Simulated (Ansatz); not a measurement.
The starting structures come from a database of crystals and need not be the phases stable at ambient conditions.

# Evanescent states of PtCl$_{2}$ (R-3m, not sure to be the ambient phase, 18 atoms a cell, 23.8 Å³ an atom, -2 GPa at this level) along the normal of (110)

Computed with PBEsol (plane waves, PAW; Ansatz, a program for electronic structure).

The gap is the functional's own, uncorrected, and κ follows it; spin-orbit coupling is left out. Mid-gap values are interpolated between the computed energies.

Energies count from the valence-band top; κ is the least over a 4×4 mesh across the current.

| E (eV) | κ (1/Å) | where |
|---|---|---|
| 0.04 | 0.141 | Γ |
| 0.14 | 0.181 | Γ |
| 0.23 | 0.211 | Γ |
| 0.32 | 0.235 | Γ |
| 0.41 | 0.257 | Γ |
| 0.49 | 0.276 | Γ |
| 0.58 | 0.296 | Γ |
| 0.68 | 0.320 | Γ |
| 0.77 | 0.338 | off Γ |
| 0.85 | 0.354 | Γ |
| 0.94 | 0.361 | off Γ |
| 1.03 | 0.335 | Γ |
| 1.12 | 0.315 | Γ |
| 1.22 | 0.295 | Γ |
| 1.30 | 0.271 | Γ |
| 1.40 | 0.243 | Γ |
| 1.49 | 0.100 | off Γ |

**Question.** How thick must the barrier be to attenuate the transmission by 10^8 when the electrodes' Fermi level lies at 1.30 eV, and what attenuation does that film give at 0.14 eV?

**Answer.** d = 8 ln 10 / (2 × 0.271) = 34.0 Å. At 0.14 eV it gives 8 × 0.181/0.271 = 5.3 decades.
